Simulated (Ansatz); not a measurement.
Defect migration in monoclinic HfO2: interstitial Hf, charge state +4. The step: a concerted move, in which Hf travels most; the atom moves 1.46 Å along (0.26, -0.08, 0.11) of the unit cell; the moving atom starts with neighbours O at 1.99, O at 2.01, 2 O at 2.09, O at 2.16, O at 2.27, O at 2.47 Å and ends with O at 1.99, O at 2.01, 2 O at 2.09, O at 2.16, O at 2.27, O at 2.47 Å. A PBE band in Ansatz (plane-wave PAW, the Γ point alone, 96 host sites, 42 SCF runs with any check of the saddle's order, static, no finite-size correction) gives a forward barrier of 0.54 eV. The saddle point's order was not checked, and it lies on a symmetry element of the cell, where a band can be held. The charge state is imposed; whether it is stable for some Fermi level was not computed. Sites that were not tried may lie lower.

Single points at the band's start and saddle point can refine it. Rough cost of one point, in units of the band's mean SCF on the same machine:

| Level | Cost of one point |
|---|---|
| PBE, a 2×2×2 k-point mesh shifted by half a step | about 10 |
| r2SCAN at 500 eV, the Γ point alone | about 3 |

**Question.** Which of these move the barrier by more than 0.1 eV, and how far does each move it?

**Answer.** Not one does. PBE, a 2×2×2 k-point mesh shifted by half a step: +0.03 eV; r2SCAN at 500 eV, the Γ point alone: +0.08 eV. Each functional is compared with PBE at the same k-points.

Ansatz is a quantum-chemistry and plane-wave program.
